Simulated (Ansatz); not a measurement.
The reference is Ti$_{3}$Al (space group P6_3/mmc, No. 194; a = 5.7553 Å, c = 4.6546 Å).

(Cell as relaxed with PBE.)

Levels (all Ansatz, a program for electronic structure, PAW, earlier PAW set): PBE (420 eV, no spin-orbit coupling); r2SCAN (500 eV, scalar-relativistic without spin-orbit coupling).

Each level relaxes its own structure.

```csv
base,PBE,r2SCAN
volume per atom,16.69 Å³,16.56 Å³
lattice parameter a,5.755 Å,5.747 Å
band gap,zero,zero
```

Perturbation: a negative pressure, −1 GPa.

```csv
quantity,PBE,r2SCAN
lattice parameter a,5.773 Å,5.764 Å
c/a ratio,0.808,0.806
band gap,zero,zero
```

PBE's lattice parameter a lies 0.009 Å above r2SCAN's (0.2 %); PBE's c/a ratio lies 0.0028 above r2SCAN's; the two agree on the band gap. Neither level is exact; r2SCAN is the comparison here, not a measurement.

Load acts through the strain it causes; cell and atoms are relaxed under it. No phonon test of stability was made. All final runs are without spin polarisation.
